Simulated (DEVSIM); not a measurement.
System: W/AlN/n-In0.53Ga0.47As capacitor, at 400 K.

Layer 1 from the left is AlN, thickness (nm) 7.40. Layer 2 from the left is In0.53Ga0.47As, thickness (nm) 3800, Nd (cm⁻³) 2.2e16.

Metal gate on the left, work function 4.6 eV. Fixed charge at the semiconductor interface 1.9e12 cm⁻² (in units of +e); no interface traps.

The device is made up for the run: typed textbook-type constants, with dimensions and the other settings drawn at random. Values at 300 K; Nc and Nv go as T^1.5, mobilities as T to minus their exponent, the gap by Varshni's rule with the affinity fixed.

AlN: gap (eV) 6.1, affinity (eV) 1.9, permittivity 8.5. In0.53Ga0.47As: gap (eV) 0.74, affinity (eV) 4.51, permittivity 13.9, Nc (cm⁻³) 2.1e17, Nv (cm⁻³) 7.7e18, Varshni α (eV/K) 0.00035, Varshni β (K) 190.

Model (solved in DEVSIM): 1D Poisson equation in equilibrium, Boltzmann statistics, complete ionisation; no quantum confinement or tunnelling. Metal contacts follow the ideal Schottky-Mott rule: no Fermi-level pinning, no interface dipoles.

### Question
What does the simulation give for the threshold voltage (band bending 2φF), the minimum of the low-frequency capacitance?

### Answer
threshold voltage (band bending 2φF) -0.76 V; minimum of the low-frequency capacitance 0.0869 μF/cm².
